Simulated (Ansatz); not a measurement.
## Response to strain in TiB2

Consider TiB2 (space group P6/mmm, No. 191; a = 3.017 Å, c = 3.185 Å).

Strains are applied to the cell and any free atomic positions relax.

Level of theory: DFT with PBEsol, PAW potentials and a 420 eV plane-wave cutoff in Ansatz (a first-principles code), without spin-orbit coupling.

Notes on the quantities. pressure: mean of the normal stresses, compression positive.

| isotropic strain (%) | pressure (GPa) |
|---|---|
| -3 | 29.2 |
| -2.5 | 23.5 |
| -2 | 18.2 |
| -1 | ? |
| -0.5 | 4.1 |
| 0 | 0.0 |
| 1 | -7.6 |
| 1.5 | -11.0 |
| 2.5 | -17.2 |

Problem. Fit P = P₀ − Bδ + Cδ² with δ = (1 + ε)³ − 1 to the rows shown and predict the withheld row.

Solution. Least squares on the printed values gives P₀ = 0.0 GPa, B = 273 GPa (at held cell shape), C = 678 GPa (largest residual 0.2 GPa); this predicts 8.7 GPa, and the run gives 8.6 GPa, in agreement.

The mesh was chosen for an insulator and is coarse for the gapless case. No phonon test of stability was made. The final runs are not spin-polarised.
